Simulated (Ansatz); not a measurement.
Consider NaI in the rock salt structure (space group Fm-3m, No. 225; a = 6.460 Å). Axes: x, y, z lie along the cube axes.

Calculations: Kohn–Sham DFT with the r2SCAN functional, run in Ansatz (a quantum-chemistry and plane-wave program) with PAW and 500 eV plane waves, scalar-relativistic without spin-orbit coupling.

Free-standing slabs (2 atom(s) a layer) normal to the z axis with 15 Å of vacuum; in-plane cell held at bulk.

One change was made to it. Results:

The excess energy per area of both faces (slab less bulk energy over the cell's area: twice a surface energy) comes out as 0.26 J/m²; the gap character comes out as direct at Γ; the band gap goes up by 0.04 eV to 4.49 eV; the shortest interatomic distance decreases by 8.9 pm to 314.1 pm.

Task: What was done to the base?
(A) 7 layers
(B) 4 layers
(C) 2 layers

Result: A, 7 layers. For comparison, the band gap in the other runs: 4 layers gives 4.54 eV; 2 layers gives 4.65 eV.

The excess energy carries the mismatch between the slab's and the bulk's meshes. Spin-orbit coupling, missing from the scalar runs, can matter with I. No phonon test of stability was made. Labels are those of the standard path for the cell's own space group.
